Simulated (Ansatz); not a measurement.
An Ansatz (a program for electronic structure) input (r2SCAN in Ansatz (plane waves to 500 eV, PAW, without spin-orbit coupling)):

Ansatz 0.2 input:
```yaml
crystal:
  lattice:
    - [2.6467860942, 0, 0]
    - [-1.3233930471, 2.2921839959, 0]
    - [0, 0, 4.6793794412]
  atoms:
    - { symbol: Zn, position: [0.3333333333, 0.6666666667, 0.75] }
    - { symbol: Zn, position: [0.6666666667, 0.3333333333, 0.25] }
basis: { ecutwfc: 500, ecutrho_ratio: 4, xc_grid: 4, fft_grid_basis: typed }
kpoints: { mp_grid: { grid: [20, 20, 10] } }
hamiltonian:
  xc: r2scan
  dispersion: none
  pseudopotentials: { kind: paw }
scf: { occupations: { method: fermi_dirac, width: 0.05 }, convergence: { dr2_threshold: 0.0000000002 } }
output: { forces: true, stress: true }
```

Which symmetry and how many k-points will the program report, and about how many plane waves at Γ?

Space group P63/mmc (ITA 194) with 24 operations, k-points 264 of 4000, and 713 plane waves at Γ.

No phonon test of stability was made. The cell is Zn in the hcp (Mg type) structure (space group P6_3/mmc, No. 194).
